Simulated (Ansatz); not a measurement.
BeTe, response to strain

Start from BeTe in the zinc blende structure (space group F-43m, No. 216).

```
BeTe
1.0
    0.00000     2.82841     2.82841
    2.82841     0.00000     2.82841
    2.82841     2.82841     0.00000
Be Te
1 1
Direct
  0.00000   0.00000   0.00000
  0.25000   0.25000   0.25000
```

Cartesian axes are those of the cell as printed.

Strains are applied to the cell and any free atomic positions relax.

Level of theory: r2SCAN (Ansatz, a quantum-chemistry and plane-wave program), spin-orbit coupling left out.

Notes on the quantities. energy relative to the base: free energy F; pressure: mean of the normal stresses, compression positive.

```csv
change,energy relative to the base,smallest direct gap,pressure
base,0 meV/atom,4.04 eV,0.01 GPa
tensor shear ε_xy = +1.14 %,+1.9 meV/atom,3.84 eV,0.03 GPa
tensor shear ε_xy = +0.86 %,+1.1 meV/atom,3.89 eV,0.02 GPa
tensor shear ε_xy = +0.57 %,+0.5 meV/atom,3.94 eV,0.01 GPa
tensor shear ε_xy = +0.29 %,+0.1 meV/atom,3.99 eV,0.01 GPa
tensor shear ε_xy = +1.43 %,+3.0 meV/atom,3.79 eV,0.04 GPa
tensor shear ε_xy = +1.71 %,…,…,0.05 GPa
tensor shear ε_xy = +2.00 %,+5.9 meV/atom,3.68 eV,0.07 GPa
```

**Question.** What belongs in the blanks?

**Answer.** 
- tensor shear ε_xy = +1.71 %, energy relative to the base: +4.3 meV/atom
- tensor shear ε_xy = +1.71 %, smallest direct gap: 3.73 eV

With Te present, leaving out spin-orbit coupling can change the band edges. Stability against distortions was not tested.
